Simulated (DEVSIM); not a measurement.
System: Pd/La2O3/n-Ge capacitor, at 250 K.

```tsv
layer (left to right)	material	thickness (nm)	Nd (cm⁻³)
1	La2O3	18.0	-
2	Ge	1600	1.3e17
```

Metal gate on the left, work function 5.2 eV. Fixed charge at the semiconductor interface 3.2e11 cm⁻² (in units of +e); no interface traps.

Constants are typed, rounded textbook-type inputs, not results; the design itself was drawn at random and stands for no fabricated device. Values at 300 K; Nc and Nv go as T^1.5, mobilities as T to minus their exponent, the gap by Varshni's rule with the affinity fixed.

| parameter | La2O3 | Ge |
|---|---|---|
| gap (eV) | 5.8 | 0.664 |
| affinity (eV) | 1.8 | 4 |
| permittivity | 27 | 16 |
| Nc (cm⁻³) | - | 1.04e19 |
| Nv (cm⁻³) | - | 6e18 |
| Varshni α (eV/K) | - | 0.000477 |
| Varshni β (K) | - | 235 |

Model (solved in DEVSIM): 1D Poisson equation in equilibrium, Boltzmann statistics, complete ionisation; no quantum confinement or tunnelling. Metal contacts follow the ideal Schottky-Mott rule: no Fermi-level pinning, no interface dipoles.

The temperature was swept, all else fixed.

```csv
temperature (K),flat-band voltage (V),minimum of the low-frequency capacitance (μF/cm²),threshold voltage (band bending 2φF) (V)
250,1.07,0.169,0.42
300,1.05,0.187,0.47
350,1.02,0.211,0.53
400,1.00,0.245,0.58
450,0.97,0.298,0.64
500,0.94,?,?
```

Problem. What belongs in the gaps?

Solution. 
- 500, minimum of the low-frequency capacitance (μF/cm²): 0.376
- 500, threshold voltage (band bending 2φF) (V): 0.70
